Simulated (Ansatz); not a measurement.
The parent structure is GaAs in the zinc blende structure (space group F-43m, No. 216; a = 5.746 Å).

Levels (all Ansatz, an electronic-structure program, PAW, earlier PAW set): PBE (420 eV, no spin-orbit coupling); r2SCAN (500 eV, no spin-orbit coupling); HSE06 (420 eV, no spin-orbit coupling); PBE+SOC (420 eV, spin-orbit coupling included); HSE06+SOC (420 eV, noncollinear with spin-orbit coupling).

At the geometry relaxed with PBE, these levels gave the following band gaps, in shuffled order: (a) 0.05 eV, (b) 0.89 eV, (c) 0.63 eV, (d) 0.16 eV, (e) 1.01 eV.

Question: Match each gap to its level.

Answer: (a) PBE+SOC; (b) HSE06+SOC; (c) r2SCAN; (d) PBE; (e) HSE06.

Single points use the geometry relaxed with PBE. The spin-orbit shifts are approximate. Stability against distortions was not tested. A zero or small gap of GaAs can be the functional's error rather than a property of the material.
